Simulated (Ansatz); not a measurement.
**Cs in the fcc (Cu type) structure (space group Fm-3m, No. 225)**

```xyz
1
Lattice="0.0000 3.9648 3.9648 3.9648 0.0000 3.9648 3.9648 3.9648 0.0000" Properties=species:S:1:pos:R:3 pbc="T T T"
Cs     0.0000     0.0000     0.0000
```

All numbers come from Ansatz (a quantum-chemistry and plane-wave program) r2SCAN, scalar-relativistic without spin-orbit coupling. Γ-centred 10×10×10 mesh, Fermi–Dirac width 0.05 eV.

The volume per atom is 124.65 Å³ and the density is 1.77 g/cm³. The band gap is zero. The total energy is -5685.922 eV/atom (σ→0; compares only within this code and set-up).

Stability against distortions was not tested. All final runs are without spin polarisation. This is not the structure that Cs has at room temperature and ambient pressure.
